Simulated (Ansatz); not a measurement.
Take Cu₃N (space group Pm-3m, No. 221; a = 3.765 Å) as the base. Axes: x, y, z lie along the cube axes.

Computed with PBEsol (Ansatz, a first-principles code; PAW; 420 eV plane waves; without spin-orbit coupling).

Base values:

```
Property                            Value
-----------------------------  ----------
Shortest interatomic distance  3.557 bohr
Pressure                          0.0 GPa
Band gap                             zero
```

Perturbation: uniaxial strain ε_zz = −3.00 %, all other strain components held at zero; the atoms relax in the strained cell.

**Question.** Predict the new shortest interatomic distance, energy relative to the base, pressure and band gap.

**Answer.** The shortest interatomic distance falls by 0.1067 bohr (3.557 bohr → 3.451 bohr); the energy goes up by 12 meV/atom; the pressure (mean of the normal stresses, compression positive) goes from zero to 4.6 GPa; the band gap is still zero.

No phonon test of stability was made. The final runs are not spin-polarised. Gaps under 0.05 eV, about the width of the smearing, are given as zero. The zero or small gap of Cu3N can change with the level of theory.
